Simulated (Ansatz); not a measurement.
Consider the following.

```
CELL_PARAMETERS angstrom
      0.00000     2.82847     2.91276
      2.82847     0.00000     2.91276
      2.82847     2.82847     0.00000
ATOMIC_POSITIONS crystal
  Te 0.75000 0.75000 0.75000
  Be 0.00000 0.00000 0.00000
```

No spin polarisation.

All numbers come from r2SCAN/PAW in Ansatz (a quantum-chemistry and plane-wave program), no spin-orbit coupling. Settings: 10×10×10 k-points, 0.05 eV Fermi–Dirac smearing.

Predict the space group, band gap, valence-band top at Γ and electron mass.


* **Space group**: I-4m2 (No. 119)
* **Band gap**: 2.32 eV
* **Valence-band top at Γ (three highest levels, from the VBM)**: 0.00, 0.00, -0.17 eV
* **Electron mass**: 2.4 mₑ along k, 0.26 mₑ across (at X)

Spin-orbit coupling, missing from the scalar runs, can matter with Te. The cells carry an imposed strain or load. Masses are band curvatures over ±0.01 Å⁻¹ around the edge. Along k means along the line from Γ to the band edge. No phonon test of stability was made. The cell was made from BeTe in the zinc blende structure (space group F-43m, No. 216) by this change: uniaxial strain ε_zz = +2.98 %.
